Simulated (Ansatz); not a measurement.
## Effect of pressure 1.5 GPa on Ge3N4

Consider Ge₃N₄ (space group P6_3/m, No. 176; a = 8.1295 Å, c = 3.1141 Å).

Now apply this change: a hydrostatic pressure of 1.5 GPa.

Computed with PBE (Ansatz, a program for electronic structure), without spin-orbit coupling. Γ-centred 4×4×9 mesh, Fermi–Dirac width 0.05 eV.

```csv
quantity,base,changed,shift
volume per atom,12.73 Å³,12.62 Å³,-0.11 Å³
density,5.10 g/cm³,5.15 g/cm³,+0.043 g/cm³
lattice parameter a,8.129 Å,8.105 Å,-0.024 Å
c/a ratio,0.383,0.383,0.000
shortest interatomic distance,1.852 Å,1.847 Å,-0.005 Å
enthalpy H = E + PV relative to the base's energy,–,+0.12 eV/atom,–
band gap,1.82 eV,1.92 eV,+0.093 eV
gap character,direct at Γ,direct at Γ,–
width of the top valence band,1.16 eV,1.17 eV,+0.01 eV
electron mass,"0.21 mₑ along c, 0.24 mₑ across (at Γ)","0.21 mₑ along c, 0.25 mₑ across (at Γ)",–
"valence-band top at Γ (three highest levels, from the VBM)","0.00, -0.22, -0.44 eV","0.00, -0.23, -0.44 eV",–
```

Load acts through the strain it causes; cell and atoms are relaxed under it. Masses are band curvatures over ±0.01 Å⁻¹ around the edge. Whether these cells are dynamically stable was not tested.
